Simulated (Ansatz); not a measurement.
The reference is ZnS in the zinc blende structure (space group F-43m, No. 216; a = 5.357 Å). Axes: x, y, z lie along the cube axes.

Method: PBEsol/PAW in Ansatz (a program for electronic structure), no spin-orbit coupling, earlier PAW set.

Base values:

The electron mass is 0.17 mₑ (at Γ) and the volume per atom is 19.22 Å³. The pressure is -0.01 GPa.

It is then changed as follows: tensile biaxial strain of 1.12 % in the plane normal to [001], as in epitaxy on a mismatched substrate; the out-of-plane cell vector and the atoms relax.

Task: What happens to the electron mass, volume per atom and pressure?

Result: The electron mass goes from 0.17 mₑ (at Γ) to 0.16 mₑ (at Γ); the volume per atom increases by 0.16 Å³, from 19.22 Å³ to 19.38 Å³; the pressure (mean of the normal stresses, compression positive) decreases by 0.665 GPa, from -0.01 GPa to -0.67 GPa.

The levels and masses belong to the bands next to the band gap. Effective masses come from finite differences of ±0.01 Å⁻¹. Whether these cells are dynamically stable was not tested.
